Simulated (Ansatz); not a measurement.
Consider the following.

```
CuI
1.0
    0.03341     2.93094     2.93094
    2.93094     0.03341     2.93094
    2.96435     2.96435     0.00000
Cu I
1 1
Direct
  0.00266   0.00266   0.99734
  0.24734   0.24734   0.25266
```

No spin polarisation.

Level of theory: LDA (Ansatz, a quantum-chemistry and plane-wave program, PAW, no SOC). Γ-centred 10×10×10 mesh, Fermi–Dirac width 0.05 eV.

Problem. Estimate the band gap.

Solution. 1.19 eV.

Problem. What is the computed gap character?

Solution. Direct at Γ.

Spin-orbit coupling, missing from the scalar runs, can matter with I. The cells carry an imposed strain or load. Stability against distortions was not tested. The final runs are not spin-polarised. The cell was made from CuI in the zinc blende structure (space group F-43m, No. 216) by this change: tensor shear ε_xy = +1.14 %.
